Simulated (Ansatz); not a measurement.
The starting structures come from a database of crystals and need not be the phases stable at ambient conditions.

By LDA and PBEsol, the system below comes out a metal.

Here is the system:

```xyz
4
Lattice="4.8588 0.0000 0.0000 0.0000 4.8588 0.0000 0.0000 0.0000 5.1754" Properties=species:S:1:pos:R:3 pbc="T T T"
In     0.0000     2.4294     2.6129
In     2.4294     0.0000     2.5626
Bi     2.4294     2.4294     0.0000
Bi     0.0000     0.0000     0.0000
```

Space group of this cell: P4/nmm. The cell is taken as given; by PBEsol its mean pressure is -2.6 GPa.

The current runs along the normal of the first two printed vectors, the (001) plane. All runs by Ansatz (a program for electronic structure), plane waves and PAW, without spin-orbit coupling; the base is PBEsol.

```tsv
run	mean pressure (GPa)	G/A, both spins (10¹⁵ S/m²)
base	-2.6	0.60
all lengths scaled by 0.98	-0.1	…
all lengths scaled by 1.02	-4.4	0.54
lda in place of pbesol	-3.9	0.58
lengths across the current scaled by 0.98, ions clamped	-1.0	…
lengths across the current scaled by 1.02, ions clamped	-3.9	0.59
lengths along the current scaled by 0.97, ions clamped	-1.6	…
lengths along the current scaled by 1.03, ions clamped	-3.5	0.59
```

Question: What belongs in the gaps?

Answer: 
- all lengths scaled by 0.98, G/A, both spins (10¹⁵ S/m²): 0.64
- lengths across the current scaled by 0.98, ions clamped, G/A, both spins (10¹⁵ S/m²): 0.63
- lengths along the current scaled by 0.97, ions clamped, G/A, both spins (10¹⁵ S/m²): 0.65
